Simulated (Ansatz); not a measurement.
# CuAu with two functionals, biaxial strain +1.86 %, plane normal [001], relaxed out of plane

The reference is CuAu (space group P4/mmm, No. 123; a = 2.8694 Å, c = 3.6452 Å; relaxed with 0.1 eV smearing). Axes: x, y, z lie along a, b, c of the conventional cell.

(Cell as relaxed with PBE.)

Levels (all Ansatz, a first-principles code, PAW): PBE (420 eV, scalar-relativistic without spin-orbit coupling); r2SCAN (500 eV, without spin-orbit coupling).

Each level relaxes its own structure.

| base | PBE | r2SCAN |
|---|---|---|
| volume per atom | 15.01 Å³ | 14.53 Å³ |
| lattice parameter a | 2.869 Å | 2.853 Å |
| band gap | zero | zero |

The change: tensile biaxial strain of 1.86 % in the plane normal to [001], as in epitaxy on a mismatched substrate; the out-of-plane cell vector and the atoms relax.

| quantity | PBE | r2SCAN |
|---|---|---|
| shortest interatomic distance | 2.715 Å | ___ |
| mean in-plane stress (compression positive) | -0.5 GPa | ___ |
| band gap | zero | ___ |

Problem. What does r2SCAN give?

Solution. 
- shortest interatomic distance, r2SCAN: 2.682 Å
- mean in-plane stress (compression positive), r2SCAN: -0.4 GPa
- band gap, r2SCAN: zero

PBE's shortest interatomic distance lies 0.033 Å above r2SCAN's (1.2 %); the two agree on the band gap. Neither level is exact; r2SCAN is the comparison here, not a measurement.

No phonon test of stability was made. The final runs are not spin-polarised.
